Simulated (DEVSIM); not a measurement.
Structure: Pd/La2O3/SiO2/n-Si capacitor, at 300 K.

| layer (left to right) | material | thickness (nm) | Nd (cm⁻³) |
|---|---|---|---|
| 1 | La2O3 | 30.0 | - |
| 2 | SiO2 | 0.830 | - |
| 3 | Si | 4100 | 2e16 |

Metal gate on the left, work function 5.2 eV. Fixed charge at the semiconductor interface 2.5e10 cm⁻² (in units of +e); no interface traps.

The device is made up for the run: typed textbook-type constants, with dimensions and the other settings drawn at random. Values at 300 K.

```tsv
parameter	La2O3	SiO2	Si
gap (eV)	5.8	9	1.124
affinity (eV)	1.8	0.9	4.05
permittivity	27	3.9	11.7
Nc (cm⁻³)	-	-	2.86e19
Nv (cm⁻³)	-	-	3.1e19
```

Simulated with DEVSIM: 1D Poisson equation in equilibrium, Boltzmann statistics, complete ionisation; no quantum confinement or tunnelling. Metal contacts follow the ideal Schottky-Mott rule: no Fermi-level pinning, no interface dipoles.

### Question
Tabulate band edges, carrier densities and field at 0.4 V on the gate.

### Answer
Energies count from the Fermi level of the right contact; mesh points crowd at the junctions.

```
x (μm)    Ec (eV)  Ev (eV)  n (cm⁻³)  p (cm⁻³)  field (V/cm)
--------  -------  -------  --------  --------  ------------
0.000       3.000   -2.800     < 1e2     < 1e2        -25000
0.001762    2.996   -2.804     < 1e2     < 1e2        -25000
0.005987    2.985   -2.815     < 1e2     < 1e2        -25000
0.01550     2.962   -2.838     < 1e2     < 1e2        -25000
0.02645     2.935   -2.865     < 1e2     < 1e2        -25000
0.02919     2.929   -2.872     < 1e2     < 1e2        -25000
0.03034     3.821   -5.179     < 1e2     < 1e2       -170000
0.03160     0.658   -0.466     2.5e8    4.6e11        -52000
0.03465     0.642   -0.482     4.6e8    2.5e11        -52000
0.04254     0.603   -0.521     2.1e9    5.4e10        -49000
0.06290     0.509   -0.615    8.0e10     1.5e9        -43000
0.1461      0.260   -0.864    1.2e15     96000        -17000
0.3302      0.188   -0.936    2.0e16      5900           -70
0.8058      0.188   -0.936    2.0e16      5800           ≈ 0
2.568       0.188   -0.936    2.0e16      5800           ≈ 0
3.505       0.188   -0.936    2.0e16      5800           ≈ 0
3.889       0.188   -0.936    2.0e16      5800           ≈ 0
4.038       0.188   -0.936    2.0e16      5800           ≈ 0
4.105       0.188   -0.936    2.0e16      5800           ≈ 0
4.122       0.188   -0.936    2.0e16      5800           ≈ 0
4.128       0.188   -0.936    2.0e16      5800           ≈ 0
4.131       0.188   -0.936    2.0e16      5800           ≈ 0
```
